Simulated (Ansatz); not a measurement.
The reference is SiS$_{2}$ (space group Ibam, No. 72; made of chains).

```cif
data_S4Si2
_chemical_formula_sum 'S4 Si2'
_space_group_name_H-M_alt 'P 1'
_space_group_IT_number 1
_cell_length_a 6.99302
_cell_length_b 6.99302
_cell_length_c 6.99302
_cell_angle_alpha 125.851
_cell_angle_beta 74.581
_cell_angle_gamma 132.859
loop_
_space_group_symop_operation_xyz
  'x, y, z'
loop_
_atom_site_label
_atom_site_type_symbol
_atom_site_fract_x
_atom_site_fract_y
_atom_site_fract_z
_atom_site_occupancy
S1 S 0.89640 0.81848 0.71488 1
S2 S 0.39640 0.68152 0.07792 1
S3 S 0.60360 0.31848 0.92208 1
S4 S 0.10360 0.18152 0.28512 1
Si1 Si 0.75000 0.75000 0.00000 1
Si2 Si 0.25000 0.25000 0.00000 1
```

Levels (all Ansatz, a first-principles code, PAW): PBE (420 eV, without spin-orbit coupling); r2SCAN (500 eV, no SOC); HSE06 (420 eV, no spin-orbit coupling); PBE+SOC (420 eV, noncollinear with spin-orbit coupling).

One geometry, relaxed with PBE, under each level:

```csv
level,band gap,lowest conduction level above the VBM at special points,electron mass,pressure
PBE,3.10 eV,G₀ 3.11 eV; Λ₀ 3.11 eV; X 3.38 eV; S 3.39 eV,"1.3 mₑ along a, 1.5 mₑ along b, 0.80 mₑ along c (off the special points)",0.00 GPa
r2SCAN,3.51 eV,G₀ 3.53 eV; Λ₀ 3.53 eV; X 3.83 eV; S 3.82 eV,–,-1.31 GPa
HSE06,[?],[?],–,–
PBE+SOC,3.10 eV,G₀ 3.11 eV; Λ₀ 3.11 eV; X 3.38 eV; S 3.39 eV,"1.3 mₑ along a, 1.5 mₑ along b, 0.80 mₑ along c (off the special points)",0.00 GPa
```

Q: Give the withheld HSE06 results.

A: 
- HSE06, band gap: 4.22 eV
- HSE06, lowest conduction level above the VBM at special points: G₀ 4.25 eV; Λ₀ 4.25 eV; X 4.58 eV; Γ 5.02 eV

Single points use the geometry relaxed with PBE. Their cutoffs differ, which shifts pressures a little. HSE06 was sampled on its mesh, a few special points and the semilocal edge points, so its gap is an upper bound. The spin-orbit shifts are approximate. Effective masses come from finite differences of ±0.01 Å⁻¹. No phonon test of stability was made. No dispersion term is included, though the crystal is made of layers, chains or molecules, so its spacings can come out too wide.
